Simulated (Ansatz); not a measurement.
ScAl3 (Pm-3m), PBEsol, DFPT electron-phonon coupling, linearised Boltzmann equation in Ansatz (a quantum-chemistry and plane-wave program): phonon-limited resistivity 6.45 μΩ·cm at 300 K, 9.16 μΩ·cm at 400 K, current-weighted mean free path 22 nm, Drude plasma energy 5.76 eV.

What is the classical skin depth at 1 GHz (nonmagnetic, μ₀ = 1.257×10⁻⁶ H/m)?

δ = √(ρ/(π f μ₀)) = 4040 nm.

What Drude relaxation time do resistivity and plasma energy imply?

ω_p = 8.75e15 s⁻¹, so τ = 1/(ε₀ ω_p² ρ) = 22.9 fs, a damping ħ/τ of 28.8 meV.

Estimate the electronic thermal conductivity at 300 K by the Wiedemann-Franz law (L₀ = 2.44×10⁻⁸ W·Ω/K²).

L₀T/ρ = 2.44×10⁻⁸ × 300/(6.45×10⁻⁸) = 113 W/(m·K). Inelastic scattering puts the true Lorenz number somewhat under L₀ near and below the Debye temperature.

A metal at this level (no band gap). Only scattering by harmonic phonons is included (no impurities, grain boundaries, electron-electron scattering or thermal expansion). Spin-orbit coupling is left out. Halving the electron mesh (20x20x20) moves the resistivity by up to 8 % at 300 K, the mean free path by up to 5 %. Smearing 0.20 eV; phonons on a 4x4x4 q mesh, which this run doesn't test.

Computed structure with no diffraction record at hand here (it may be known, metastable or hypothetical): ScAl3 (Pm-3m).
